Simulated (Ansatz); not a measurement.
An ideal cubic perovskite cell is held by its symmetry; such compounds can tilt or shift off centre at room temperature.

 Where the default PAW files enter, the runs use the earlier of Ansatz's two default sets.

Consider the following.

```yaml
crystal:
  lattice:
    - [5.94863, 0.00000, 0.00000]
    - [0.00000, 5.94863, 0.00000]
    - [0.00000, 0.00000, 5.94863]
  atoms:
    - { symbol: Cs, position: [0.00000, 0.00000, 0.00000] }
    - { symbol: Pb, position: [0.50000, 0.50000, 0.50000] }
    - { symbol: Br, position: [0.50000, 0.50000, 0.00000] }
    - { symbol: Br, position: [0.00000, 0.50000, 0.50000] }
    - { symbol: Br, position: [0.50000, 0.00000, 0.50000] }
```

Space group of this cell: Pm-3m, cubic perovskite. The cell is taken as given.

The numbers are results of r2SCAN (plane waves, PAW; Ansatz, an electronic-structure program), not measurements.

The current runs along the normal of the first two printed vectors; no spin-orbit coupling. Scaled by the factor s: both lengths across the current (ions clamped). Meshes 6×6×6 and 6×6 across the current in all rows.

```csv
s,mean pressure (GPa),band gap (eV)
0.98,0.8,?
1.00,-0.1,2.07
1.02,-0.8,2.17
```

Take the slope of the band gap against ln s from the two given rows, extrapolate to s = 0.98, and say what the run there gives.

Slope = (2.17 − 2.07) / ln 1.02 = 5.05 eV. The line gives 2.07 + (5.05) × ln 0.98 = 1.97 eV. The run gives 1.79 eV, 0.18 eV under the line, 174 % of the predicted step.
